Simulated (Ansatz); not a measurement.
Pressure series in ZnS

Start from ZnS in the zinc blende structure (space group F-43m, No. 216; a = 5.2968 Å).

Cell and atoms are relaxed at each pressure.

Method: LDA, PAW, 420 eV (Ansatz, a program for electronic structure; without spin-orbit coupling).

Computed cases, in order: pressure −2 GPa; pressure −1 GPa; 0 GPa (base); pressure 0.9 GPa; pressure 2.1 GPa; pressure 4.5 GPa; pressure 9 GPa; pressure 15 GPa; pressure 22.5 GPa; pressure 30 GPa.

Q: Between which two neighbouring cases does the gap turn between direct and indirect?

A: Between pressure 9 GPa (2.52 eV, direct at Γ) and pressure 15 GPa (2.72 eV, indirect, Γ → X). The whole series: pressure −2 GPa: 2.02 eV, direct at Γ; pressure −1 GPa: 2.07 eV, direct at Γ; 0 GPa (base): 2.13 eV, direct at Γ; pressure 0.9 GPa: 2.17 eV, direct at Γ; pressure 2.1 GPa: 2.23 eV, direct at Γ; pressure 4.5 GPa: 2.34 eV, direct at Γ; pressure 9 GPa: 2.52 eV, direct at Γ; pressure 15 GPa: 2.72 eV, indirect, Γ → X; pressure 22.5 GPa: 2.58 eV, indirect, Γ → X; pressure 30 GPa: 2.47 eV, indirect, Γ → X.

Load acts through the strain it causes; cell and atoms are relaxed under it. No phonon test of stability was made. Measured, ZnS leaves this structure (for rock salt) near 14.7 GPa (temperature not stated; as listed in Datta, Sujoy, Jana, Debnarayan, arXiv (2020)), on rising pressure, with hysteresis.
